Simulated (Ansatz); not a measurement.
Start from TiO$_{2}$ in the rutile structure (space group P4_2/mnm, No. 136; a = 4.5912 Å, c = 2.9391 Å).

One thing is altered: a negative pressure, −1 GPa.

Levels (all Ansatz, an electronic-structure program, PAW): PBEsol (420 eV, no spin-orbit coupling); r2SCAN (500 eV, no spin-orbit coupling); HSE06 (420 eV, no SOC).

One geometry, relaxed with PBEsol, under each level:

| level | band gap | lowest conduction level above the VBM at special points | pressure |
|---|---|---|---|
| PBEsol | 1.87 eV | Γ 1.87 eV; M 1.90 eV; R 1.90 eV; X 2.54 eV | -1.00 GPa |
| r2SCAN | 2.24 eV | Γ 2.24 eV; M 2.27 eV; R 2.29 eV; X 2.92 eV | 0.94 GPa |
| HSE06 | 3.40 eV | Γ 3.40 eV; M 3.42 eV; R 3.44 eV | – |

Single points use the geometry relaxed with PBEsol. Their cutoffs differ, which shifts pressures a little. Load acts through the strain it causes; cell and atoms are relaxed under it. Whether these cells are dynamically stable was not tested. The final runs are not spin-polarised.
